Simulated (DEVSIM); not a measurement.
System: illuminated Si p-on-n cell, one wavelength, at 300 K.

Layer 1 from the left is Si, thickness (μm) 0.100, Na (cm⁻³) 3.1e18, τn (s) 1.2e-6, τp (s) 2.7e-6, absorption coefficient (cm⁻¹) 5500. Layer 2 from the left is Si, thickness (μm) 49.0, Nd (cm⁻³) 1.5e17, τn (s) 1.3e-5, τp (s) 1.3e-5, absorption coefficient (cm⁻¹) 5500.

Left contact: ohmic, minority electron recombination velocity 2e6 cm/s. Right contact: ohmic, minority hole recombination velocity 50000 cm/s. Voltage is applied to the left contact. Recombination: SRH at mid-gap, radiative, Auger. Light enters at the left, 1.5e17 photons cm⁻² s⁻¹, one pass, no reflection. Mobility is μmin + (μ − μmin)/(1 + (N/Nref)^α).

Constants are typed, rounded textbook-type inputs, not results; the design itself was drawn at random and stands for no fabricated device. Values at 300 K.

Si: gap (eV) 1.124, affinity (eV) 4.05, permittivity 11.7, Nc (cm⁻³) 2.86e19, Nv (cm⁻³) 3.1e19, μn (cm²/Vs) 1417, μp (cm²/Vs) 470, μn,min 52, μp,min 45, Nref,n 9.7e16, Nref,p 2.2e17, αn 0.68, αp 0.72, B (cm³/s) 4.7e-15, Cn (cm⁶/s) 2.8e-31, Cp (cm⁶/s) 9.9e-32.

DEVSIM, 1D drift-diffusion, Boltzmann statistics, complete ionisation; no tunnelling, impact ionisation, image-force lowering or self-heating.

Question: What does the simulation give for the dark forward voltage at 1 A/cm², the potential step across the device at zero bias, the largest field in the device at zero bias?

Answer: dark forward voltage at 1 A/cm² 0.692 V; potential step across the device at zero bias 0.929 V; largest field in the device at zero bias 200000 V/cm.
